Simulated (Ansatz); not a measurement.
The starting structures come from a database of crystals and need not be the phases stable at ambient conditions.

Evanescent states of Ba₂TaBiO₆ (Fm-3m, not sure to be the ambient phase, 10 atoms a cell, 16.4 Å³ an atom, -4 GPa at this level) along the normal of (111)

The numbers are results of r2SCAN (plane waves, PAW; Ansatz, a program for electronic structure), not measurements.

The gap is the functional's own. No spin-orbit coupling. Mid-gap values are interpolated on the energy grid.

Energies count from the valence-band top; κ is the least over a 6×6 mesh across the current.

```tsv
E (eV)	κ (1/Å)	where
0.07	0.081	off Γ
0.23	0.136	off Γ
0.38	0.172	off Γ
0.53	0.199	off Γ
0.68	0.221	off Γ
0.82	___	off Γ
0.97	___	off Γ
1.12	___	off Γ
1.27	___	off Γ
1.43	___	off Γ
1.57	___	off Γ
1.73	___	off Γ
1.88	___	off Γ
2.02	___	off Γ
2.17	___	off Γ
2.33	0.280	off Γ
2.48	0.257	off Γ
2.62	0.228	off Γ
2.77	0.189	off Γ
2.92	0.129	off Γ
```

Problem. Some entries are withheld; supply them.

Solution. 
- 0.82, κ (1/Å): 0.239
- 0.97, κ (1/Å): 0.253
- 1.12, κ (1/Å): 0.265
- 1.27, κ (1/Å): 0.275
- 1.43, κ (1/Å): 0.282
- 1.57, κ (1/Å): 0.288
- 1.73, κ (1/Å): 0.292
- 1.88, κ (1/Å): 0.293
- 2.02, κ (1/Å): 0.293
- 2.17, κ (1/Å): 0.290
